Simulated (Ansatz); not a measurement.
Base system: CuI in the zinc blende structure (space group F-43m, No. 216; a = 5.862 Å). Axes: x, y, z lie along the cube axes.

Method: LDA (Ansatz, a quantum-chemistry and plane-wave program; PAW; 420 eV plane waves; scalar-relativistic without spin-orbit coupling).

Now apply this change: tensor shear ε_xy = +1.71 % (engineering shear γ = 0.0342); the atoms relax in the strained cell.

Predict the stress tensor and what it implies for the stiffness.

Stress of the strained cell less that of the base (GPa, compression positive):
```
   0.00   -0.92    0.00
  -0.92    0.00    0.00
   0.00    0.00    0.00
```

Then −Δσ/γ with γ = 2ε = 0.0342 gives secant stiffness values (nonlinear terms included at this strain): C66 ≈ 27 GPa.

Stability against distortions was not tested. All final runs are without spin polarisation.
